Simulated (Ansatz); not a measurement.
The reference is AlRu in the CsCl type structure (space group Pm-3m, No. 221; a = 2.983 Å; relaxed with 0.1 eV smearing). Axes: x, y, z lie along the cube axes.

All numbers come from Ansatz (a first-principles code) r2SCAN, without spin-orbit coupling.

Now apply this change: biaxial strain +0.50 %, plane normal [001], relaxed out of plane (Cartesian); in-plane vectors clamped, the third vector and the atoms free.

### Question
What does the calculation give for the in-plane stress, out-of-plane strain and energy relative to the base after the change?

### Answer
The mean in-plane stress (compression positive) is -1.8 GPa; the out-of-plane strain comes out as -0.44 %; the energy rises by 0.7 meV/atom.

Stability against distortions was not tested. The final runs are not spin-polarised.
